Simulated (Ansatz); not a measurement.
Checking a run of Ansatz (a program for electronic structure) on ZrIr (P4/mmm, 2 atoms in the cell). The aim is a self-consistent single point with DFT, PBEsol, plane waves, default PAW files made with PBE.

Cell that was meant: a = 3.0856 Å, b = 3.0856 Å, c = 3.6041 Å, α = 90.00°, β = 90.00°, γ = 90.00°.

Part of the input:

Ansatz 0.2 input:
```yaml
    - { symbol: Zr, position: [0.500000, 0.500000, 0.500000] }
    - { symbol: Ir, position: [0.000000, 0.000000, 0.000000] }
kpoints:
  mp_grid: { grid: [1, 1, 1] }
hamiltonian:
  xc: pbesol
  pseudopotentials: { kind: paw }
```

Log, with long lists cut:

```
WARN basis.ecutwfc = 420 eV, the default
WARN ansatz: RAYON_NUM_THREADS=1 ignored (pool sized by the plan → 1); use --threads N
   [... lines left out ...]
PAW frozen core: Ir, regenerated for the run's functional, and the local potential with it
Initial density: superposition of atomic densities (neutral atoms: chi_scale 0, normalization atom), corrected by the library's trained network
Initial wavefunctions: pseudopotential atomic-orbital guess
Eigensolver: davidson
Functional: x = pbesol(κ = 0.804, μ = 0.12345679012345678), c = pbesol(β = 0.046)
SCF iter   1: F=—  HF=-15935.964674 eV  |F-HF|=—  |Δ(HF+E_count)|=         —  Δρ=7.25e-2  dr2=1.04e0  ethr=1.77e-3  ⟨swp⟩=5.0  Hψ=72  notcnv=0
all-band conjugate gradients solve this SCF's bands
preconditioner: auto → none
SCF iter   2: F=—  HF=-15935.725565 eV  |F-HF|=—  |Δ(HF+E_count)|=   2.39e-1  S|Δr|=    0.00e0  Δρ=4.18e-2  dr2=3.72e-1  ethr=1.77e-3  ⟨swp⟩=2.0  Hψ=28  notcnv=0
   [... lines left out ...]
SCF iter   5: F=—  HF=-15935.598573 eV  |F-HF|=—  |Δ(HF+E_count)|=   3.66e-5  S|Δr|=    0.00e0  Δρ=9.77e-5  dr2=2.18e-6  ethr=6.40e-7  ⟨swp⟩=3.0  Hψ=34  notcnv=0
SCF iter   6: F=—  HF=-15935.598540 eV  |F-HF|=—  |Δ(HF+E_count)|=   3.23e-5  S|Δr|=    0.00e0  Δρ=2.13e-5  dr2=9.49e-8  ethr=3.45e-10  ⟨swp⟩=5.0  Hψ=84  notcnv=0
SCF iter   7: F=-15935.598540 eV  HF=-15935.598540 eV  |F-HF|=1.38e-9  |Δ(HF+E_count)|=  6.57e-10  S|Δr|=    0.00e0  Δρ=3.24e-6  dr2=2.56e-9  ethr=3.27e-10  ⟨swp⟩=2.0  Hψ=71  notcnv=0
SCF 1 converged in 7 iterations: F = -15935.598540 eV  dr2 = 2.56e-9
Stability not checked (fill_not_monotonic)
Free energy (F): -15935.598540 eV
Internal energy: -15935.532904 eV  (E = F + TS)
E sigma→0 (E₀):  -15935.576661 eV
Entropy (-TS):   -0.065637 eV (-32.818 meV/atom)
Fermi energy:    21.237635 eV
--- Forces (eV/Å), atoms counted from 1 ---
  atom   1  Zr     0.00000000    -0.00000000     0.00000000
  atom   2  Ir    -0.00000000     0.00000000     0.00000000
--- Stress (GPa, compression-positive) ---
       -9.799259       0.000000       0.000000
        0.000000      -9.799259       0.000000
        0.000000       0.000000     -63.297983
  P = ⅓ Tr σ = -27.6322 GPa (-276.322 kbar)
  The stress holds the Pulay correction. Without it, at fixed plane waves, as pw.x and ABINIT print it: P = -27.6708 GPa
```

Task: Is this run sound? If not, what is wrong?

Result: The run is not sound. The fault is a single k-point for a small metallic cell. One k-point cannot sample the Fermi surface of a small cell. To fix it, use a converged k-point mesh. The run converged in 7 iterations without an error; against the sound input the free energy goes down by 3.19 eV/atom and the pressure goes from 1.68 to -27.63 GPa.

An input that runs soundly differs in these lines (not the only fix; some lines may just follow from the change or write a value another way):
```diff
-  mp_grid: { grid: [1, 1, 1] }
+  mp_grid: { grid: [11, 11, 9] }
```

With that input, the run converged in 5 iterations: free energy E − TS (on the zero of these files) -15929.2211 eV; Fermi level (on the code's own zero) 20.18 eV; pressure 1.68 GPa (DFT, PBEsol, plane waves, default PAW files made with PBE).

On the sound input: the starting cell comes from a database of computed structures (which also holds hypothetical and non-ambient phases and stackings), without a prior relaxation at this level. Its lattice was rescaled by a random factor within 2.5 % of one. Spin polarisation is off. Ansatz's pressure includes its estimate of the finite-basis (Pulay) stress.
